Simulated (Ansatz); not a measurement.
The reference is GaN in the zinc blende structure (space group F-43m, No. 216; a = 4.498 Å).

Now apply this change: a hydrostatic pressure of 0.7 GPa.

Levels (all Ansatz, a first-principles code, PAW): r2SCAN (500 eV, spin-orbit coupling left out); HSE06 (420 eV, spin-orbit coupling left out).

The geometry is relaxed with r2SCAN.

| Quantity | Result |
|---|---|
| r2SCAN lowest conduction level above the VBM at special points | Γ 2.19 eV; X 3.78 eV; L 5.25 eV |

Task: What does HSE06 give at this geometry for the lowest conduction level above the VBM at special points?

Result: The lowest conduction level above the VBM at special points goes from Γ 2.19 eV; X 3.78 eV; L 5.25 eV to Γ 3.03 eV; X 4.46 eV; L 6.15 eV.

Single points use the geometry relaxed with r2SCAN. Their cutoffs differ, which shifts pressures a little. The levels and masses belong to the bands next to the band gap. Load acts through the strain it causes; cell and atoms are relaxed under it. Whether these cells are dynamically stable was not tested. This is not the structure that GaN has at room temperature and ambient pressure.
